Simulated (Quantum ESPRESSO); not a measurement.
# Several settings converged on MoTe₂ (P3m1, 6 atoms in the cell)

```
MoTe2
1.0
    3.53056     0.00000     0.00000
   -1.76528     3.05755     0.00000
    0.00000     0.00000    14.00188
Te Mo
4 2
Direct
  0.33333   0.66667   0.88257
  0.66667   0.33333   0.37900
  0.66667   0.33333   0.12100
  0.33333   0.66667   0.62100
  0.33333   0.66667   0.25000
  0.66667   0.33333   0.75000
```

Base method: LDA (PZ), PSlibrary PAW (LDA) pseudopotentials (plane waves; Quantum ESPRESSO).

Base settings: ecutwfc = 55 Ry; ecutrho = 330 Ry; occupations = smearing; smearing = fd; degauss = 0.000734986 Ry; potentials = {Te: Te.pz-n-kjpaw_psl.1.0.0.UPF, Mo: Mo.pz-spn-kjpaw_psl.1.0.0.UPF}; K_POINTS = automatic 3 3 1 0 0 0; conv_thr = 1e-09 Ry.

The count of work is k-points × plane waves × bands × iterations; it is no time. Core times come from one kind of shared machine, to one figure; runs under 30 s give none.

**The plane-wave cutoff**

Moved along: ecutrho.

The mesh stays at the base's, so the ladder's end is converged at best in this setting alone.

Only quantities that move along the ladder and can be compared are tabulated; the gap is left out on so coarse a mesh.

```csv
ecutwfc,free energy less the last step's (meV/atom),pressure (GPa),largest difference of a force vector from the last step's (eV/Å),count of work / last,core time / last (rough)
19 Ry,4152.08,-80.14,0.033,0.049,–
25 Ry,1013.91,-31.01,0.008,0.082,0.2
30 Ry,278.48,-13.57,0.017,0.11,0.2
38 Ry,48.15,-5.44,0.004,0.16,0.2
55 Ry,14.19,-4.66,0.001,0.25,0.3
132 Ry,0.00,-4.39,0.000,1.0,1
```

Coarsest ecutwfc that holds the free energy within 5 meV/atom: not settled: the last two steps still differ by 14 meV/atom, over half the tolerance, so the ladder does not show it.

Coarsest ecutwfc that holds the pressure within 0.5 GPa: not settled: the last two steps still differ by 0.27 GPa, over half the tolerance, so the ladder does not show it.

Coarsest ecutwfc that holds the forces within 0.02 eV/Å of the last step, with all finer ones: 25 Ry, at 0.082 of the last step's count of work and about 0.2 of the last step's time; the step before is off by 0.033 eV/Å.

At the lowest cutoff the pressure lies 75.7 GPa under the last step's, the usual sign of Pulay stress in an incomplete plane-wave basis.

**The cutoff for other potential files**

Level: DFT, LDA (PZ), plane waves, PSlibrary ultrasoft (LDA) pseudopotentials.

In this ladder: pseudopotentials = {Te: Te.pz-n-rrkjus_psl.1.0.0.UPF, Mo: Mo.pz-spn-rrkjus_psl.1.0.0.UPF}. Moved along: ecutrho.

The second cell is the first with its lattice scaled by 0.98.

The mesh stays at the base's, so the ladder's end is converged at best in this setting alone.

Only quantities that move along the ladder and can be compared are tabulated; the gap is left out on so coarse a mesh.

```csv
ecutwfc,free energy less the last step's (meV/atom),energy of the compressed cell less the first (meV/atom),pressure (GPa),largest difference of a force vector from the last step's (eV/Å),count of work / last,core time / last (rough)
25 Ry,1005.30,-19.01,-30.51,0.015,0.10,–
38 Ry,47.74,-9.76,-5.25,0.004,0.22,0.3
55 Ry,13.75,-10.70,-4.48,0.000,0.35,0.3
110 Ry,0.00,-10.70,-4.23,0.000,1.0,1
```

Coarsest ecutwfc that holds the pressure within 0.5 GPa: not settled: the last two steps still differ by 0.25 GPa, over half the tolerance, so the ladder does not show it.

Coarsest ecutwfc that holds the forces within 0.005 eV/Å of the last step, with all finer ones: 38 Ry, at 0.22 of the last step's count of work and about 0.3 of the last step's time; the step before is off by 0.015 eV/Å.

Coarsest ecutwfc that holds the free energy within 5 meV/atom: not settled: the last two steps still differ by 14 meV/atom, over half the tolerance, so the ladder does not show it.

At the lowest cutoff the pressure lies 26.3 GPa under the last step's, the usual sign of Pulay stress in an incomplete plane-wave basis.

**The relaxed cell against the cutoff**

On MoTe2 (P6_3/mmc, 6 atoms in the cell): atoms on their sites.

In this ladder: calculation = vc-relax; tprnfor = default; tstress = default. Moved along: ecutrho.

The mesh stays at the base's, so the ladder's end is converged at best in this setting alone.

Only quantities that move along the ladder and can be compared are tabulated; the gap is left out on so coarse a mesh.

```csv
ecutwfc,relaxed volume (Å³/atom),relaxation steps,core time / last (rough)
28 Ry,21.811,7,0.1
38 Ry,24.246,7,0.2
55 Ry,24.683,10,0.3
110 Ry,24.873,11,1
```

Coarsest ecutwfc that holds the relaxed volume within 0.124 Å³/atom: not settled: the last two steps still differ by 0.19 Å³/atom, over half the tolerance, so the ladder does not show it.

At the lowest cutoff the cell relaxes to a volume 12 % smaller than at the highest.

On the base run: the starting cell has typed, rounded lattice constants, without a prior relaxation at this level. Its lattice was rescaled by up to half a per cent. One atom was moved a little off its site on purpose. In the base run, forces exceed 1 eV/Å.
